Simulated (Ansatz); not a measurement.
Take Al2Cu (space group I4/mcm, No. 140) as the base.

```yaml
crystal:
  lattice:
    - [-3.02979, 3.02979, 2.43726]
    - [3.02979, -3.02979, 2.43726]
    - [3.02979, 3.02979, -2.43726]
  atoms:
    - { symbol: Al, position: [0.65828, 0.15828, 0.81655] }
    - { symbol: Al, position: [0.84172, 0.65828, 0.50000] }
    - { symbol: Al, position: [0.15828, 0.34172, 0.50000] }
    - { symbol: Al, position: [0.34172, 0.84172, 0.18345] }
    - { symbol: Cu, position: [0.25000, 0.25000, 0.00000] }
    - { symbol: Cu, position: [0.75000, 0.75000, 0.00000] }
```

Calculations: Ansatz (a program for electronic structure) PBE, no spin-orbit coupling.

Before the change:

Lattice parameter a: 6.060 Å
c/a ratio: 0.804

It is then changed as follows: B takes the place of Al on all its sites, then cell and atoms are relaxed.

Tabulated Pauling electronegativity and covalent radius: Al 1.61, 1.21 Å; B 2.04, 0.84 Å.

Question: What happens to the lattice parameter a and c/a ratio?

Answer: The lattice parameter a shrinks by 1.2222 Å to 4.837 Å; the c/a ratio rises by 0.146, from 0.804 to 0.950.

Stability against distortions was not tested. As relaxed here, CuB2 is a hypothetical phase, not in the database extracts checked. The final runs are not spin-polarised.
